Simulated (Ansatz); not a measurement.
Bulk modulus of CsCl-type CoGa at several levels of theory

No measured value is used here.

```csv
level (code),value (GPa),cell (Å³/atom)
LDA (Ansatz),218,11.09
BLYP (Ansatz),147,12.58
PBE (Ansatz),177,11.96
revPBE (Ansatz),167,12.19
RPBE (Ansatz),163,12.28
PBE-D4 (Ansatz),198,11.52
r²SCAN-D4 (Ansatz),208,11.38
r²SCAN+rVV10 (Ansatz),208,11.40
B3LYP (VWN-RPA form) (Ansatz),180,11.91
HSE06 (Ansatz),204,11.43
PBE0 (Ansatz),207,11.41
r²SCANh (Ansatz),212,11.35
```

The crystal itself was run without spin with LDA, BLYP, PBE, revPBE, RPBE, PBE-D4, r²SCAN-D4, r²SCAN+rVV10, B3LYP (VWN-RPA form), HSE06, PBE0, r²SCANh; a magnetic state was not tried in these runs. B3LYP (VWN-RPA form), HSE06, PBE0, r²SCANh: the run has no spin polarisation, so it can have missed a magnetic state. Each level is taken at its own relaxed cell. Cutoffs and k meshes differ between the levels. Ansatz's density-functional and Hartree–Fock values are scalar-relativistic unless marked +SOC, with PAW data made under PBE.

Ansatz is an electronic-structure program.
